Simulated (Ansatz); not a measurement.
The parent structure is GaP in the zinc blende structure (space group F-43m, No. 216; a = 5.452 Å).

Structures relaxed with DFT with r2SCAN, PAW potentials and a 500 eV plane-wave cutoff in Ansatz (a program for electronic structure), scalar-relativistic without spin-orbit coupling, earlier PAW set.

Base:

Simulated powder pattern, Co Kα, λ = 1.79026 Å (kinematic, ideal powder, no thermal factors, no anomalous dispersion; the 14 strongest lines at most, above 2 %, up to 2θ = 90°):

```json
[
 {"2θ (°)": "33.04", "I/Imax (%)": "100", "hkl": "(111)"},
 {"2θ (°)": "38.34", "I/Imax (%)": "14", "hkl": "(200)"},
 {"2θ (°)": "55.34", "I/Imax (%)": "59", "hkl": "(220)"},
 {"2θ (°)": "65.99", "I/Imax (%)": "41", "hkl": "(311)"},
 {"2θ (°)": "69.33", "I/Imax (%)": "3.6", "hkl": "(222)"},
 {"2θ (°)": "82.11", "I/Imax (%)": "9.5", "hkl": "(400)"}
]
```

After one change:

Simulated powder pattern, Co Kα, λ = 1.79026 Å (kinematic, ideal powder, no thermal factors, no anomalous dispersion; the 14 strongest lines at most, above 2 %, up to 2θ = 90°):

```
2θ (°)  I/Imax (%)
------  ----------
32.91          100
38.19           14
55.11           59
65.70           41
69.02          3.7
81.72          9.5
```

### Question
What was done to the base?
(A) pressure −1 GPa
(B) pressure 100 GPa
(C) pressure 30 GPa
(D) pressure 50 GPa

### Answer
A, pressure −1 GPa. Its volume per atom is 20.49 Å³ against 20.25 Å³, and its space group is F-43m (No. 216).

Load acts through the strain it causes; cell and atoms are relaxed under it. Stability against distortions was not tested. Measured, GaP leaves this structure (for a Cmcm phase) near 26 GPa (temperature not stated; as listed in Datta, Sujoy, Jana, Debnarayan, arXiv (2020)).
